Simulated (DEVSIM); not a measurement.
Device: abrupt InP n-p junction, at 300 K.

Layer 1 from the left is InP, thickness (μm) 1.70, Nd (cm⁻³) 6.2e15, τn (s) 1.1e-9, τp (s) 1.1e-9. Layer 2 from the left is InP, thickness (μm) 95.0, Na (cm⁻³) 3.1e15, τn (s) 3.3e-11, τp (s) 1.1e-9.

Left contact: ohmic. Right contact: ohmic. Voltage is applied to the left contact. Recombination: SRH at mid-gap, Auger. Mobility is constant in doping.

The device is made up for the run: typed textbook-type constants, with dimensions and the other settings drawn at random. Values at 300 K.

InP: gap (eV) 1.344, affinity (eV) 4.38, permittivity 12.5, Nc (cm⁻³) 5.7e17, Nv (cm⁻³) 1.1e19, μn (cm²/Vs) 5200, μp (cm²/Vs) 170, Cn (cm⁶/s) 9e-31, Cp (cm⁶/s) 9e-31.

Simulated with DEVSIM: 1D drift-diffusion, Boltzmann statistics, complete ionisation; no tunnelling, impact ionisation, image-force lowering or self-heating.

Q: What does the simulation give for the potential step across the device at zero bias, the largest field in the device at zero bias, the dark forward voltage at 1 A/cm²?

A: potential step across the device at zero bias 1.016 V; largest field in the device at zero bias 24000 V/cm; dark forward voltage at 1 A/cm² 0.917 V.
